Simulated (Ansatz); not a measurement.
Base system: CdSe in the wurtzite structure (space group P6_3mc, No. 186; a = 4.383 Å, c = 7.154 Å).

One thing is altered: a negative pressure, −1 GPa.

Levels (all Ansatz, a program for electronic structure, PAW): PBE (420 eV, no spin-orbit coupling); r2SCAN (500 eV, no spin-orbit coupling); HSE06 (420 eV, no SOC); PBE+SOC (420 eV, noncollinear with spin-orbit coupling).

At the geometry relaxed with PBE, these levels gave the following band gaps, in shuffled order: (a) 0.49 eV, (b) 1.40 eV, (c) 0.97 eV, (d) 0.37 eV.

**Question.** Match each gap to its level.

**Answer.** (a) PBE; (b) HSE06; (c) r2SCAN; (d) PBE+SOC.

Single points use the geometry relaxed with PBE. Differences between runs with and without spin-orbit coupling are approximate. Load acts through the strain it causes; cell and atoms are relaxed under it. No phonon test of stability was made.
